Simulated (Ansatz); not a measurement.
## A computed series for AlN: response to strain

Start from AlN in the zinc blende structure (space group F-43m, No. 216).

```
AlN
1.0
    0.00000     2.18887     2.18887
    2.18887     0.00000     2.18887
    2.18887     2.18887     0.00000
Al N
1 1
Direct
  0.00000   0.00000   0.00000
  0.25000   0.25000   0.25000
```

Strains are applied to the cell and any free atomic positions relax.

The values are results of plane-wave PAW DFT at the PBEsol level (Ansatz, a first-principles code, 420 eV), scalar-relativistic without spin-orbit coupling, not measurements.

| variant | pressure | width of the top valence band | volume per atom |
|---|---|---|---|
| base | -0.01 GPa | 2.72 eV | 10.49 Å³ |
| isotropic strain −2.50 % | 17.61 GPa | 2.89 eV | 9.72 Å³ |
| isotropic strain −2.00 % | 13.64 GPa | 2.85 eV | 9.87 Å³ |
| isotropic strain −1.00 % | 6.39 GPa | 2.78 eV | 10.18 Å³ |
| isotropic strain +0.50 % | -2.92 GPa | 2.68 eV | 10.65 Å³ |
| isotropic strain +1.00 % | -5.65 GPa | 2.65 eV | 10.80 Å³ |
| isotropic strain +1.50 % | -8.21 GPa | 2.62 eV | 10.97 Å³ |
| isotropic strain +2.00 % | -10.61 GPa | 2.59 eV | 11.13 Å³ |
| isotropic strain +2.50 % | -12.85 GPa | 2.56 eV | 11.29 Å³ |
| isotropic strain +3.00 % | ? | ? | 11.46 Å³ |

Problem. Some entries are withheld; estimate them.

Solution. 
- isotropic strain +3.00 %, pressure: -14.94 GPa
- isotropic strain +3.00 %, width of the top valence band: 2.53 eV

The levels and masses belong to the bands next to the band gap. Whether these cells are dynamically stable was not tested. This is not the structure that AlN has at room temperature and ambient pressure.
